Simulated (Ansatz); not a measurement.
```xyz
2
Lattice="0.0454 2.6534 2.6534 2.6534 0.0454 2.6534 2.6988 2.6988 0.0000" Properties=species:S:1:pos:R:3 pbc="T T T"
K      0.0000     0.0000     0.0000
F      2.6988     2.6988     2.6534
```

No spin polarisation.

Calculations: PBEsol/PAW in Ansatz (a program for electronic structure), no spin-orbit coupling. Γ-centred 11×11×11 mesh, Fermi–Dirac width 0.05 eV.

**Question.** Predict the valence-band top at Γ, stress, electron mass and gap character.

**Answer.** 
- Valence-band top at Γ (three highest levels, from the VBM) = 0.00, -0.02, -0.03 eV
- Stress (xx, yy, zz, yz, xz, xy; compression positive) = (-0.01, -0.01, -0.03, 0.00, 0.00, -0.47) GPa
- Electron mass = 0.54 mₑ (at Γ)
- Gap character = direct at Γ

The cells carry an imposed strain or load. Masses are band curvatures over ±0.01 Å⁻¹ around the edge. Stability against distortions was not tested. The cell was made from KF in the rock salt structure (space group Fm-3m, No. 225) by this change: tensor shear ε_xy = +1.71 %.
